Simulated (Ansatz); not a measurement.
The reference is YAs in the rock salt structure (space group Fm-3m, No. 225; a = 5.748 Å; a model cell; relaxed with 0.1 eV smearing). Axes: x, y, z lie along the cube axes.

Calculations: plane-wave PAW DFT at the PBEsol level (Ansatz, a quantum-chemistry and plane-wave program, 420 eV), spin-orbit coupling left out.

For the base:

- Pressure = 0.0 GPa
- Shortest interatomic distance = 2.874 Å

Now apply this change: biaxial strain +1.29 %, plane normal [001], relaxed out of plane (Cartesian); in-plane vectors clamped, the third vector and the atoms free.

What happens to the out-of-plane strain, pressure and shortest interatomic distance?

The out-of-plane strain amounts to -0.31 %; the pressure (mean of the normal stresses, compression positive) goes from zero to -1.7 GPa; the shortest interatomic distance falls by 0.009 Å to 2.865 Å.

Whether these cells are dynamically stable was not tested. All final runs are without spin polarisation.
